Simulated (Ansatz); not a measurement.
The starting structures come from a database of crystals and need not be the phases stable at ambient conditions.

By PBEsol, the system below comes out a metal.

Without scattering a metal conducts by its projected Fermi surface.

Input:

```
CELL_PARAMETERS angstrom
      3.01071     0.00000     0.00000
     -1.50536     2.60735     0.00000
      0.00000     0.00000     6.01615
ATOMIC_POSITIONS crystal
  Nb 0.00000 0.00000 0.50000
  Nb 0.00000 0.00000 0.00000
  N  0.66667 0.33333 0.25000
  N  0.33333 0.66667 0.75000
```

Space group of this cell: P6_3/mmc, NiAs type. The cell is strained (all lengths scaled by 1.02); by PBEsol its mean pressure is -27.8 GPa.

The current flows along the normal of the first two printed cell vectors, the (001) plane of the conventional cell. No spin-orbit coupling; the value is a mean over 0.1 eV about the Fermi level.

**Question.** State the ballistic conductance per area according to PBEsol run with Ansatz (a program for electronic structure).

**Answer.** 0.41 × 10¹⁵ S/m² for both spins.
